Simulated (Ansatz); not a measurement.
# Ta under a change: tensor shear ε_xy = −0.38 %

Start from Ta in the bcc (W type) structure (space group Im-3m, No. 229; a = 3.305 Å). Axes: x, y, z lie along the cube axes.

One thing is altered: tensor shear ε_xy = −0.38 % (engineering shear γ = -0.0076), atoms relaxed at fixed cell.

Computed with r2SCAN, PAW, 500 eV (Ansatz, an electronic-structure program; no SOC). k-mesh 20×20×20 (Γ-centred); smearing 0.05 eV (Fermi–Dirac).

Space group: Fmmm (No. 69) (base Im-3m (No. 229))
Energy relative to the base (free energy F): +0.3 meV/atom
Pressure (mean of the normal stresses, compression positive): 0.0 GPa (base 0.0 GPa)
Band gap: zero (base zero)
Stress (xx, yy, zz, yz, xz, xy; compression positive): (0.0, 0.0, 0.0, 0.0, 0.0, 0.6) GPa (rough)

Final structure:

```
Ta
1.0
   -1.65870     1.65870     1.65242
    1.65870    -1.65870     1.65242
    1.64615     1.64615    -1.65242
Ta
1
Cartesian
  0.00000   0.00000   0.00000
```

Without a gap, meshes like the base's 20×20×20 leave anisotropic stresses uncertain by several tenths of a GPa, and small strain energies with them. The cells carry an imposed strain or load. Stability against distortions was not tested. The final runs are not spin-polarised.
